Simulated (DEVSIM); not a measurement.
Device: illuminated InP p-on-n cell, one wavelength, at 350 K.

Layer 1 from the left is InP, thickness (μm) 0.0600, Na (cm⁻³) 6e17, τn (s) 3.4e-10, τp (s) 2.3e-10, absorption coefficient (cm⁻¹) 47000. Layer 2 from the left is InP, thickness (μm) 1.40, Nd (cm⁻³) 5.7e15, τn (s) 9.4e-10, τp (s) 9.4e-10, absorption coefficient (cm⁻¹) 47000.

Left contact: ohmic, minority electron recombination velocity 20 cm/s. Right contact: ohmic, minority hole recombination velocity 80000 cm/s. Voltage is applied to the left contact. Recombination: SRH at mid-gap, radiative, Auger. Light enters at the left, 7.5e16 photons cm⁻² s⁻¹, one pass, no reflection. Mobility is μmin + (μ − μmin)/(1 + (N/Nref)^α).

The device is made up for the run: typed textbook-type constants, with dimensions and the other settings drawn at random. Values at 300 K; Nc and Nv go as T^1.5, mobilities as T to minus their exponent, the gap by Varshni's rule with the affinity fixed.

InP: gap (eV) 1.344, affinity (eV) 4.38, permittivity 12.5, Nc (cm⁻³) 5.7e17, Nv (cm⁻³) 1.1e19, μn (cm²/Vs) 5200, μp (cm²/Vs) 170, μn,min 400, μp,min 10, Nref,n 3e17, Nref,p 4.9e17, αn 0.47, αp 0.62, T exponent of μn 2, T exponent of μp 2, B (cm³/s) 1.2e-10, Cn (cm⁶/s) 9e-31, Cp (cm⁶/s) 9e-31, Varshni α (eV/K) 0.000363, Varshni β (K) 162.

Model (solved in DEVSIM): 1D drift-diffusion, Boltzmann statistics, complete ionisation; no tunnelling, impact ionisation, image-force lowering or self-heating.

Dark forward current:

```csv
|V| (V),|J| (A/cm²)
0.05,3.942e-7
0.10,1.253e-6
0.15,3.249e-6
0.20,7.982e-6
0.25,1.928e-5
0.30,4.638e-5
0.35,0.0001117
0.40,0.0002702
0.45,0.0006589
0.50,0.001625
0.55,0.004080
0.60,0.01053
0.65,0.02838
0.70,0.08156
0.75,0.2553
0.80,0.8783
0.85,3.251
0.90,12.04
0.95,39.93
1.00,114.1
1.05,296.2
1.10,733.3
1.15,1768
1.20,4168
```

**Question.** Work out the local ideality factor n = ΔV / (kT/q · ln(J2/J1)) between the rows 0.15 and 0.20 V, 0.85 and 0.90 V, 1.15 and 1.20 V.

**Answer.** kT/q = 30.16 mV. From 0.15 to 0.20 V: ln(7.982e-6/3.249e-6) = 0.899, n = 1.84. From 0.85 to 0.90 V: ln(12.04/3.251) = 1.309, n = 1.27. From 1.15 to 1.20 V: ln(4168/1768) = 0.858, n = 1.93.

**Question.** What current could the absorbed light give at most, and what share is collected?

**Answer.** Σ αd = 6.86, so qΦ(1 − exp(−Σ αd)) = 12.0 mA/cm². The simulated short-circuit current is 11.68 mA/cm², a share of 0.97.

**Question.** Estimate the open-circuit voltage by superposition: the voltage at which the dark current equals that short-circuit current.

**Answer.** Interpolating ln J in the table gives 0.605 V. The simulation gives 0.604 V, the same within the digits that matter. Superposition holds where collection doesn't change with voltage.

**Question.** Estimate the fill factor from FF0 = (v − ln(v + 0.72))/(v + 1), v = qVoc/(nkT), with n from the dark curve.

**Answer.** The rows about Voc, 0.60 and 0.65 V, give n = 1.67, so v = 12.0 and FF0 = 0.727. The simulation gives 0.701; the estimate lies 3.7 % above.
